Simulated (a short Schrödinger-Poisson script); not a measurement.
MOS inversion layer, SiO2 on p-type Ge(100)

System: MOS inversion layer, SiO2 on p-type Ge(100), at 300 K.

```tsv
layer	material	thickness (nm)	Na (cm⁻³)
1	SiO2	3.5	-
2	Ge	1100	1.3e17
```

The device is made up for the run: typed textbook-type constants, with dimensions and the other settings drawn at random. SiO2: permittivity 3.9, conduction-band edge (eV) 3.1, gap (eV) 9, electron mass (mₑ) 0.5. Ge: permittivity 16, conduction-band edge (eV) 0, gap (eV) 0.664, Nv at 300 K (cm⁻³) 6e18.

Channel valleys (confinement mass, in-plane density-of-states mass, number): L4 0.12, 0.295, 4. At the gate the conduction-band edge of layer 1 lies 3.13 eV − eVg above the Fermi level of the channel; the field vanishes at the back. Gaps are held at their typed values at every temperature. Mesh 0.03 nm at interfaces.

From a short Schrödinger-Poisson script (our own, NumPy): 1D Poisson equation in equilibrium, electrons quantum, Hartree (BenDaniel-Duke, 12 states a valley, the channel's in-plane mass for all, wave functions free to enter the dielectric), parabolic valleys, classical holes, full ionisation, no traps, pinning or gate leakage.

```csv
Vg (V),electrons (cm⁻²),C (μF/cm²),L4 E0 (meV),L4 E1 (meV)
0,1.13e9,0.172,245.4,297.7
0.3,5.20e11,0.663,84.7,149.4
0.6,1.90e12,0.797,49.1,123.9
0.9,3.43e12,0.837,31.9,115.0
1.2,5.02e12,0.858,20.1,110.6
1.5,6.64e12,0.872,11.0,108.0
1.8,8.28e12,0.882,3.3,106.4
2.1,9.94e12,0.890,-3.4,105.3
2.4,1.16e13,0.896,-9.4,104.6
```

Gate voltages with under 1e6 electrons/cm² are left out.

Subbands count from the Fermi level.

Only the L valleys are kept; under strong confinement the Δ valleys of Ge fill too.
